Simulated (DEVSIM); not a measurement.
System: abrupt Si n-p junction, at 400 K.

```
layer (left to right)  material  thickness (μm)  Nd (cm⁻³)  Na (cm⁻³)  τn (s)  τp (s)
---------------------  --------  --------------  ---------  ---------  ------  ------
1                            Si            3.00     1.7e19          -    2e-6    2e-6
2                            Si            4.20          -     8.1e16    2e-6    2e-6
```

Left contact: ohmic. Right contact: ohmic. Voltage is applied to the left contact. Recombination: SRH at mid-gap, radiative. Mobility is μmin + (μ − μmin)/(1 + (N/Nref)^α).

This is a model device: material constants are rounded textbook-type values typed into the input, and sizes, dopings and lifetimes were drawn at random. Values at 300 K; Nc and Nv go as T^1.5, mobilities as T to minus their exponent, the gap by Varshni's rule with the affinity fixed.

```
parameter               Si
----------------  --------
gap (eV)             1.124
affinity (eV)         4.05
permittivity          11.7
Nc (cm⁻³)          2.86e19
Nv (cm⁻³)           3.1e19
μn (cm²/Vs)           1417
μp (cm²/Vs)            470
μn,min                  52
μp,min                  45
Nref,n              9.7e16
Nref,p              2.2e17
αn                    0.68
αp                    0.72
T exponent of μn       2.3
T exponent of μp       2.2
B (cm³/s)          4.7e-15
Varshni α (eV/K)  0.000473
Varshni β (K)          636
```

Model (solved in DEVSIM): 1D drift-diffusion, Boltzmann statistics, complete ionisation; no tunnelling, impact ionisation, image-force lowering or self-heating.

The thickness of layer 2 was swept, all else fixed.

| thickness of layer 2 (μm) | dark forward voltage at 100 A/cm² (V) | dark forward voltage at 1 A/cm² (V) |
|---|---|---|
| 0.84 | 0.552 | 0.391 |
| 1.5 | 0.574 | 0.413 |
| 2.5 | 0.593 | 0.431 |
| 4.2 | 0.612 | 0.449 |
| 7.1 | 0.633 | 0.467 |
| 13 | 0.657 | 0.488 |
| 21 | 0.678 | 0.503 |

From the first row to the last the dark forward voltage at 100 A/cm² goes from 0.552 to 0.678. From the first row to the last the dark forward voltage at 1 A/cm² goes from 0.391 to 0.503.
